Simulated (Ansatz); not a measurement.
The starting structures come from a database of crystals and need not be the phases stable at ambient conditions.

The decay constant κ of evanescent states in the gap governs leakage through a thin film.

Data:

```yaml
crystal:
  lattice:
    - [6.43430, 0.00000, 0.00000]
    - [-3.21715, 5.57227, 0.00000]
    - [3.21715, 1.85742, 10.41379]
  atoms:
    - { symbol: K, position: [0.00000, 0.00000, 0.00000] }
    - { symbol: Cs, position: [0.42888, 0.71444, 0.85668] }
    - { symbol: Cs, position: [0.57112, 0.28556, 0.14332] }
    - { symbol: Cs, position: [0.26601, 0.13300, 0.60099] }
    - { symbol: Cs, position: [0.73399, 0.86700, 0.39901] }
    - { symbol: Li, position: [0.00000, 0.50000, 0.50000] }
    - { symbol: Ga, position: [0.16873, 0.58437, 0.24690] }
    - { symbol: Ga, position: [0.83127, 0.41563, 0.75310] }
    - { symbol: F, position: [0.47775, 0.23887, 0.85470] }
    - { symbol: F, position: [0.52225, 0.76113, 0.14530] }
    - { symbol: F, position: [0.90643, 0.23887, 0.85470] }
    - { symbol: F, position: [0.09357, 0.76113, 0.14530] }
    - { symbol: F, position: [0.90642, 0.66755, 0.85470] }
    - { symbol: F, position: [0.09357, 0.33245, 0.14530] }
    - { symbol: F, position: [0.77386, 0.18195, 0.63423] }
    - { symbol: F, position: [0.22614, 0.81805, 0.36577] }
    - { symbol: F, position: [0.18382, 0.59191, 0.63423] }
    - { symbol: F, position: [0.81618, 0.40809, 0.36577] }
    - { symbol: F, position: [0.77386, 0.59191, 0.63423] }
    - { symbol: F, position: [0.22614, 0.40809, 0.36577] }
```

Space group of this cell: R-3m. The cell is taken as given; by r2SCAN its mean pressure is -3.0 GPa.

Transport runs along the normal of the first two printed cell vectors, the (001) plane of the conventional cell.

No gap correction and no spin-orbit coupling; mid-gap values are interpolated between computed energies.

Problem. Compute, with Ansatz (a program for electronic structure) with r2SCAN, the band gap and the smallest decay constant κ at mid-gap.

Solution. Gap 6.91 eV on a 6×6×6 mesh; κ = 0.507 1/Å, at the zone centre.
